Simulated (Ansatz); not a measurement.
The reference is SiO2 in the CdI2 type structure (space group P-3m1, No. 164; a = 2.6699 Å, c = 4.5093 Å; a hypothetical phase, not in the database extracts checked; layered, stacked along the Cartesian z axis).

It is then changed as follows: cell and atoms relaxed at a pressure of 100 GPa.

Levels (all Ansatz, an electronic-structure program, PAW, earlier PAW set): PBEsol-D3(BJ) (420 eV, without spin-orbit coupling); r2SCAN (500 eV, without spin-orbit coupling); HSE06 (420 eV, scalar-relativistic without spin-orbit coupling); PBEsol+SOC (420 eV, noncollinear with spin-orbit coupling); HSE06+SOC (420 eV, noncollinear with spin-orbit coupling).

One geometry, relaxed with PBEsol-D3(BJ), under each level:

The valence-band top lists the three highest levels at Γ (Kramers pairs under SOC), from the VBM.

| level | band gap | lowest conduction level above the VBM at special points | valence-band top at Γ |
|---|---|---|---|
| PBEsol-D3(BJ) | 6.93 eV | M 6.93 eV; Γ 7.91 eV; L 8.77 eV; A 8.83 eV | 0.00, -2.50, -2.50 eV |
| r2SCAN | 8.09 eV | M 8.09 eV; Γ 9.06 eV; L 9.96 eV; A 9.96 eV | – |
| HSE06 | 9.08 eV | M 9.08 eV; Γ 10.08 eV; L 11.00 eV | – |
| PBEsol+SOC | 6.93 eV | M 6.93 eV; Γ 7.91 eV; L 8.77 eV; A 8.83 eV | 0.00, -2.48, -2.51 eV |
| HSE06+SOC | 9.08 eV | M 9.08 eV; Γ 10.08 eV; L 11.00 eV | 0.00, -2.47, -2.51 eV |

Single points use the geometry relaxed with PBEsol-D3(BJ). Their cutoffs differ, which shifts pressures a little. HSE06 gaps are upper bounds (no full band path). From pressure 100 GPa on, the axis ratios lie over 15 % from the base's, so the cell there is far from its starting form. Differences between runs with and without spin-orbit coupling are approximate. Load acts through the strain it causes; cell and atoms are relaxed under it. No phonon test of stability was made. Competing high-pressure phases were not computed.
